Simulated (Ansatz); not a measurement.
The reference is BAs in the wurtzite structure (space group P6_3mc, No. 186; a = 3.354 Å, c = 5.554 Å; a cell from a computed database, its experimental status unchecked).

One thing is altered: cell and atoms relaxed at a pressure of 3 GPa.

Levels (all Ansatz, an electronic-structure program, PAW): PBEsol (420 eV, without spin-orbit coupling); PBEsol+SOC (420 eV, noncollinear with spin-orbit coupling).

The geometry is relaxed with PBEsol.

| Item | Result |
|---|---|
| PBEsol lowest conduction level above the VBM at special points | M 1.00 eV; K 1.11 eV; L 1.70 eV; Γ 2.26 eV |
| PBEsol valence-band top at Γ | 0.00, 0.00, -0.41 eV |
| PBEsol width of the top valence band | 4.81 eV |

With PBEsol+SOC at the same geometry, the lowest conduction level above the VBM at special points goes from M 1.00 eV; K 1.11 eV; L 1.70 eV; Γ 2.26 eV to M 0.93 eV; K 1.04 eV; L 1.63 eV; Γ 2.19 eV; the valence-band top at Γ (three highest Kramers pairs, from the VBM) goes from 0.00, 0.00, -0.41 eV to 0.00, -0.12, -0.51 eV; the width of the top valence band rises by 0.04 eV to 4.85 eV.

Single points use the geometry relaxed with PBEsol. Differences between runs with and without spin-orbit coupling are approximate. The levels and masses belong to the bands next to the band gap. Load acts through the strain it causes; cell and atoms are relaxed under it. Stability against distortions was not tested. This is not the structure that BAs has at room temperature and ambient pressure.
